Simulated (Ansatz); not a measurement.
# Pd: isotropic strain +2.93 %

Base system: Pd in the fcc (Cu type) structure (space group Fm-3m, No. 225; a = 3.943 Å).

One thing is altered: every lattice vector is stretched by 2.93 %; the atoms relax in the strained cell.

Computed with PBE, PAW, 420 eV (Ansatz, a first-principles code; without spin-orbit coupling). k-mesh 20×20×20 (Γ-centred); smearing 0.05 eV (Fermi–Dirac).

```csv
quantity,base,changed,shift
volume per atom,15.32 Å³,16.71 Å³,+1.39 Å³
space group,Fm-3m (No. 225),Fm-3m (No. 225),–
shortest interatomic distance,2.788 Å,2.870 Å,+0.082 Å
energy relative to the base (free energy F),0 meV/atom,+54 meV/atom,+54 meV/atom
pressure,0.0 GPa,-11.4 GPa,-11.4 GPa
band gap,zero,zero,–
```

Final structure:

```
CELL_PARAMETERS angstrom
      0.00000     2.02914     2.02914
      2.02914     0.00000     2.02914
      2.02914     2.02914     0.00000
ATOMIC_POSITIONS crystal
  Pd 0.00000 0.00000 0.00000
```

Stability against distortions was not tested. The final runs are not spin-polarised. Pd lies near a magnetic instability that expansion can trigger; it was not tested.
